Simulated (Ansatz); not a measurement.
Functionals compared on a constructed model of the (100) surface of fcc Al, a pseudomorphic layer of Ni in the host's stacking (bottom of the slab: a bare face, its two planes held), in Ansatz (plane waves, PAW). The structure was relaxed with PBE; the other rows are single points on it. Cutoff 420 eV.

Model: 7-atom slab, 11.7 Å thick at the start, 13x13x1 mesh, Fermi-Dirac 0.1 eV, dipole correction, 2 atoms held, the rest relaxed; symmetry of the start imposed; spin-polarised, no spin-orbit, no U. The starting moment vanished. It is one candidate, not shown to be the stable structure of the face. These notes are the PBE run's.

| functional | work function of the top face (eV) | magnetic moment of the cell (μB) | rough cost of the single point |
|---|---|---|---|
| PBE | 4.40 | 0.00 | – |
| RPBE | 4.22 | 0.00 | around 28 core-seconds (rough) |

Ansatz is a first-principles code.
